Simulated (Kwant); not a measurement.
Model system: six-terminal Hall bar in a In0.53Ga0.47As two-dimensional gas. Effective mass 0.041 mₑ, grid spacing 3.8 nm, hard walls, nominal width 100 nm (27 grid rows, so walls 106.4 nm apart), one parabolic valley, scattering region 260 nm long along x; energies count from the band bottom; Fermi energy 0.0448 eV. Four side probes 50 nm wide, two on each edge; current runs along x; the sign of the Hall resistance is a convention. Perpendicular field swept from 1.3222 to 26.973 T, also in the leads; orbital effect alone.

Constants are typed, rounded textbook-type inputs, not results; the design itself was drawn at random and stands for no fabricated device.

Computed with Kwant: effective-mass tight-binding model on a square grid, one spin, coherent transport at 0 K. Resistances are in h/e².

How many Landau levels lie under the Fermi energy, and what Hall resistance follows, at 44.8 meV and 2.63 T; 44.8 meV and 15.7 T; 44.8 meV and 20.0 T; 44.8 meV and 22.2 T?

ħωc = ħeB/m = 2.82 meV a tesla; levels lie at (n + ½)ħωc. E/ħωc = 6.04 gives 6 levels and h/(6e²) = 0.167; simulated 0.166. E/ħωc = 1.01 gives 1 level and h/(1e²) = 1.000; simulated 1.000. E/ħωc = 0.79 gives 1 level and h/(1e²) = 1.000; simulated 1.000. E/ħωc = 0.72 gives 1 level and h/(1e²) = 1.000; simulated 1.000.
